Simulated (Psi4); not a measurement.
Psi4 1.11, PBE0/def2-svpd: Cu(Me)(NH3) ([CH3][Cu]<-[NH3]), 9 atoms. The geometry is a generated start, not checked to be a minimum at this level.

task: energy
method: pbe0
basis: def2-svpd
memory: 3 GB
maxiter: 100
keys of the molecule block: symmetry c1
scf_type: df (default)
e_convergence: 1e-06 (default)
d_convergence: 1e-06 (default)
dft_radial_points: 75 (default)
dft_spherical_points: 302 (default)
basis functions: 122
grid points: 195847

```xyz
9

Cu     0.0163    -0.0328    -0.0243
C     -0.7565     1.1794     1.2953
H     -1.1431     0.6721     2.1839
H     -1.6012     1.7627     0.9139
H     -0.0516     1.9229     1.6778
N      0.7857    -1.2247    -1.3421
H      0.4541    -0.9538    -2.2659
H      0.4962    -2.1781    -1.1366
H      1.7999    -1.1479    -1.3020
```

Charge 0 and multiplicity 1 are set for this test and not shown to be the ground state.

With the defaults (diis = true, scf_initial_accelerator = adiis, damping_percentage = 0, guess = auto, which took SAD, diis_max_vecs = 10, soscf = false, soscf_start_convergence = 0.01) it converges in 10 SCF iterations. One run each on 2 threads, with these changes:
- diis = false, scf_initial_accelerator = none, damping_percentage = 60
- guess = core
- soscf = true, soscf_start_convergence = 0.001
- guess = huckel
- diis_max_vecs = 3
- soscf = true
- diis_max_vecs = 20
- guess = sapgau
- guess = sap

Task: Which runs fail or end elsewhere than the default run?

Result: No convergence: diis = false, scf_initial_accelerator = none, damping_percentage = 60 (the run ends without SCF convergence in 100 iterations). The rest reach the solution of the defaults.

```
setting                                                                SCF iterations  JK calls             end
---------------------------------------------------------------------  --------------  --------  --------------
soscf = true                                                                        7        23   same solution
soscf = true, soscf_start_convergence = 0.001                                       8        19   same solution
guess = sapgau                                                                      9         9   same solution
the defaults                                                                       10        11   same solution
guess = sap                                                                        10        10   same solution
diis_max_vecs = 20                                                                 10        11   same solution
guess = huckel                                                                     11        34   same solution
diis_max_vecs = 3                                                                  14        15   same solution
guess = core                                                                       16        16   same solution
diis = false, scf_initial_accelerator = none, damping_percentage = 60             100       101  no convergence
```

An SOSCF iteration holds several JK calls; a Hückel guess adds calls on atoms. 1 further run of the study ended by our limits or in an error and is left out.
